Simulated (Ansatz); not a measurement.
The parent structure is Zr in the hcp (Mg type) structure (space group P6_3/mmc, No. 194; relaxed with 0.1 eV smearing).

```yaml
crystal:
  lattice:
    - [3.14377, 0.00000, 0.00000]
    - [-1.57189, 2.72259, 0.00000]
    - [0.00000, 0.00000, 5.09284]
  atoms:
    - { symbol: Zr, position: [0.66667, 0.33333, 0.75000] }
    - { symbol: Zr, position: [0.33333, 0.66667, 0.25000] }
```

Cartesian axes are those of the cell as printed.

The values are results of Kohn–Sham DFT with the LDA functional, run in Ansatz (a first-principles code) with PAW and 420 eV plane waves, scalar-relativistic without spin-orbit coupling, not measurements.

The change: the cell is compressed by 2.50 % along z with no lateral relaxation, atoms relaxed at fixed cell.

Task: Predict the stress tensor and what it implies for the stiffness.

Result: Stress of the strained cell less that of the base (GPa, compression positive):
```
    2.1     0.0     0.0
    0.0     2.1     0.0
    0.0     0.0     4.7
```

Then −Δσ_ii/ε with ε = -0.0250 gives secant stiffness values (nonlinear terms included at this strain): C33 ≈ 189 GPa, C13 ≈ 85 GPa and C23 ≈ 85 GPa.

As a check, the harmonic strain energy −½ V₀ Δσ:ε is 8.0 meV/atom; the computed energy rise is 7.8 meV/atom.

Whether these cells are dynamically stable was not tested. All final runs are without spin polarisation.
